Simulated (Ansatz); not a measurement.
## PBE against r2SCAN: GaP

The parent structure is GaP in the zinc blende structure (space group F-43m, No. 216; a = 5.506 Å).

(Cell as relaxed with PBE.)

Levels (all Ansatz, a program for electronic structure, PAW): PBE (420 eV, scalar-relativistic without spin-orbit coupling); r2SCAN (500 eV, no SOC).

Each level relaxes its own structure.

| quantity | PBE | r2SCAN |
|---|---|---|
| volume per atom | 20.87 Å³ | ? |
| lattice parameter a | 5.506 Å | ? |
| band gap | 1.58 eV | ? |
| gap character | direct at Γ | ? |
| electron mass | 0.10 mₑ | ? |
| hole mass (degenerate bands, along [100]) | 0.098, 0.40, 0.40 mₑ | ? |

Problem. Given the PBE results, estimate those of r2SCAN.

Solution. 
- volume per atom, r2SCAN: 20.25 Å³
- lattice parameter a, r2SCAN: 5.451 Å
- band gap, r2SCAN: 1.85 eV
- gap character, r2SCAN: indirect, Γ → Γ–X (87 % along)
- electron mass, r2SCAN: 1.1 mₑ along k, 0.23 mₑ across
- hole mass (degenerate bands, along [100]), r2SCAN: 0.13, 0.37, 0.37 mₑ

PBE's volume per atom lies 0.62 Å³ above r2SCAN's (3.0 %); PBE's lattice parameter a lies 0.055 Å above r2SCAN's (1.0 %); PBE's band gap lies 0.27 eV below r2SCAN's; they disagree on the gap character. Neither level is exact; r2SCAN is the comparison here, not a measurement.

Masses are band curvatures over ±0.01 Å⁻¹ around the edge. Along k means along the line from Γ to the band edge. Whether these cells are dynamically stable was not tested.
